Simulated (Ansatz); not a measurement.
## Effect of strain tensor (xx, yy, zz, yz, xz, xy) = (+0.64, +1.56, −0.84, +1.48, −0.57, −0.10) % on CsPbCl3

Take CsPbCl3 in the cubic perovskite structure (space group Pm-3m, No. 221; a = 5.619 Å) as the base. Axes: x, y, z lie along the cube axes.

Modification: the symmetric strain tensor [0.0064 -0.0009 -0.0056; -0.0009 0.0156 0.0147; -0.0056 0.0147 -0.0084]; the atoms relax in the strained cell.

All numbers come from PBEsol (Ansatz, a program for electronic structure), spin-orbit coupling left out. Γ-centred 6×6×6 mesh, Fermi–Dirac width 0.05 eV.

```json
[
 {"quantity": "volume per atom", "base": "35.48 Å³", "changed": "35.95 Å³", "shift": "+0.47 Å³"},
 {"quantity": "space group", "base": "Pm-3m (No. 221)", "changed": "P-1 (No. 2)", "shift": "–"},
 {"quantity": "shortest interatomic distance", "base": "2.809 Å", "changed": "2.786 Å", "shift": "-0.023 Å"},
 {"quantity": "energy relative to the base (free energy F)", "base": "0 meV/atom", "changed": "+2.6 meV/atom", "shift": "+2.6 meV/atom"},
 {"quantity": "band gap", "base": "1.83 eV", "changed": "1.79 eV", "shift": "-0.04 eV"},
 {"quantity": "gap character", "base": "–", "changed": "direct at R", "shift": "–"},
 {"quantity": "electron mass", "base": "–", "changed": "0.83 mₑ along x, 0.12 mₑ along y, 0.54 mₑ along z (at R)", "shift": "–"},
 {"quantity": "hole mass", "base": "0.17 mₑ (at R)", "changed": "0.18 mₑ along x, 0.20 mₑ along y, 0.17 mₑ along z (at R)", "shift": "–"},
 {"quantity": "valley order (the lowest conduction-band minima on the path, energy above the VBM, named in the base's zone)", "base": "R along ⟨111⟩ 1.83 eV; Γ 3.24 eV", "changed": "R along [111] 1.79 eV; M along [011] 2.36 eV; M along [101] 2.41 eV; M along [110] 2.42 eV; Γ 3.31 eV", "shift": "–"},
 {"quantity": "stress (xx, yy, zz, yz, xz, xy; compression positive)", "base": "–", "changed": "(-0.41, -0.82, 0.34, -0.14, 0.05, 0.01) GPa", "shift": "–"}
]
```

Final structure:

```
CELL_PARAMETERS angstrom
      5.65471    -0.00534    -0.03175
     -0.00534     5.70641     0.08288
     -0.03175     0.08288     5.57156
ATOMIC_POSITIONS crystal
  Cs 0.00000 0.00000 0.00000
  Pb 0.50000 0.50000 0.50000
  Cl 0.00000 0.50000 0.50000
  Cl 0.50000 0.50000 0.00000
  Cl 0.50000 0.00000 0.50000
```

Spin-orbit coupling, missing from the scalar runs, can matter with Pb. Effective masses come from finite differences of ±0.01 Å⁻¹. Whether these cells are dynamically stable was not tested. Many cubic perovskites are stable only at high temperature; tilts and polar distortions were not tested. This is not the structure that CsPbCl3 has at room temperature and ambient pressure. Labels are those of the standard path for the cell's own space group.
